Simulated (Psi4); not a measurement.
Psi4 1.11, unrestricted WB97X/def2-svp: Si(Br)2 anion (Br[Si]Br), charge -1, multiplicity 2, 3 atoms. The geometry is a generated start, not checked to be a minimum at this level.

```json
{
  "task": "energy",
  "method": "wb97x",
  "basis": "def2-svp",
  "memory": "3 GB",
  "maxiter": "100",
  "keys_of_the_molecule_block": "symmetry c1",
  "scf_type": "df (default)",
  "e_convergence": "1e-06 (default)",
  "d_convergence": "1e-06 (default)",
  "dft_radial_points": "75 (default)",
  "dft_spherical_points": "302 (default)",
  "basis_functions": "82",
  "grid_points": "62118"
}
```

```xyz
3

Si     0.0310     0.0166     0.9629
Br     0.9532    -1.4507    -0.4893
Br    -0.9842     1.4340    -0.4736
```

Charge -1 and multiplicity 2 are set for this test and not shown to be the ground state.

With the defaults (damping_percentage = 0, diis = true, scf_initial_accelerator = adiis, diis_max_vecs = 10, level_shift = 0, level_shift_cutoff = 0.01, soscf = false, soscf_start_convergence = 0.01, guess = auto, which took SAD) it converges in 9 SCF iterations. One run each on 2 threads, with these changes:
- soscf = true, soscf_start_convergence = 0.1
- damping_percentage = 60
- soscf = true, soscf_start_convergence = 0.001
- level_shift = 0.1, level_shift_cutoff = 0.001
- diis_max_vecs = 20
- damping_percentage = 20
- damping_percentage = 60, diis = false, scf_initial_accelerator = none
- soscf = true
- guess = gwh

### Question
Name the settings that don't reach the solution of the defaults.

### Answer
No convergence: damping_percentage = 60 (the run ends without SCF convergence in 100 iterations). The rest reach the solution of the defaults.

```
setting                                                                SCF iterations  JK calls             end
---------------------------------------------------------------------  --------------  --------  --------------
soscf = true                                                                        6        17   same solution
soscf = true, soscf_start_convergence = 0.001                                       6        17   same solution
soscf = true, soscf_start_convergence = 0.1                                         6        22   same solution
the defaults                                                                        9        10   same solution
diis_max_vecs = 20                                                                  9        10   same solution
level_shift = 0.1, level_shift_cutoff = 0.001                                       9        10   same solution
guess = gwh                                                                        13        13   same solution
damping_percentage = 20                                                            19        20   same solution
damping_percentage = 60, diis = false, scf_initial_accelerator = none              82        83   same solution
damping_percentage = 60                                                           100       101  no convergence
```

An SOSCF iteration holds several JK calls; a Hückel guess adds calls on atoms.
